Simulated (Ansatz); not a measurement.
## MgS: stress against strain

MgS (rock salt, Fm-3m, 17.607 Å³/atom at rest, cube axes along x, y and z) under a strain ε along a cube axis (axis z), the other axes held. r2SCAN in Ansatz, a plane-wave DFT program (PAW, default set), 500 eV, 11×11×11 Γ-centred mesh, Fermi-Dirac smearing 0.05 eV; ions are relaxed within the symmetry of each cell. Stress is positive for a compressed cell.

Here s stands for strain and y for stress zz.

| strain (%) | stress zz (GPa) |
|---|---|
| -3.00 | ? |
| -1.50 | 2.49 |
| -1.00 | 1.61 |
| -0.50 | 0.78 |
| 0.00 | 0.00 |
| 0.50 | -0.73 |
| 1.00 | -1.42 |
| 1.50 | -2.07 |

Taking a straight line for y over the 7 complete rows: Means: s 0, y 0.094. About the means, the sum of products is -10.625 and the sum of squares of s is 7.0000; the slope is their ratio. Least squares gives y = 0.094 - 1.5179·s. Residuals (row less fit): 0.119, -0.002, -0.073, -0.094, -0.065, 0.004, 0.113; standard error 0.095 (degrees of freedom: 5). The slope gives the elastic constant C11 = 152 ± 4 GPa.

Q: What does the fit predict for y at s = -3.00, and how far is the calculated value from it?

A: y = 0.094 - 1.5179 × (-3.0) = 4.648 GPa. The calculation gives 5.45 GPa, 0.802 GPa above the prediction (10.7 % of the range of y in the table). The row lies outside the fitted rows, so this is an extrapolation. From the scatter of the fitted rows alone, a prediction at this place has a standard error of 0.148 GPa, so the miss is 5.4 times that.

One order more, fitted to all 13 runs of the series, follows each within 0.03, so the miss is the next term of a smooth law. Rows are the converged runs of the series near zero and its far end; series whose fitted rows scatter by over a few per cent of the range, as at a crossing or softening among them, aren't shown in this form. Most that stay on the fit to the last digits aren't either.
